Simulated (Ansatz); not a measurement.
The starting structures come from a database of crystals and need not be the phases stable at ambient conditions.

The decay constant κ of evanescent states in the gap governs leakage through a thin film.

```
CaPdF6
1.0
    5.14101     0.00000     0.00000
    0.00000    14.67538     0.00000
    2.57050     4.89179     1.48408
Ca Pd F
1 1 6
Direct
  0.00000   0.50000   0.00000
  0.00000   0.00000   0.00000
  0.39725   0.78174   0.88482
  0.60275   0.21826   0.11518
  0.28207   0.06381   0.03862
  0.71793   0.93619   0.96138
  0.32068   0.38449   0.07657
  0.67932   0.61551   0.92343
```

Space group of this cell: R-3. The cell is taken as given.

Transport runs along the normal of the first two printed cell vectors, the (100) plane of the conventional cell.

The gap is the functional's own. No spin-orbit coupling. Mid-gap values are interpolated on the energy grid.

Problem. State the band gap and the smallest decay constant κ at mid-gap according to r2SCAN (Ansatz, an electronic-structure program).

Solution. Gap 2.66 eV on a 20×20×20 mesh; κ = 0.580 1/Å, at (0.500, 0.000) of the in-plane reciprocal vectors. At the zone centre, at the nearest computed energy, the slowest state has κ = 0.59 1/Å.
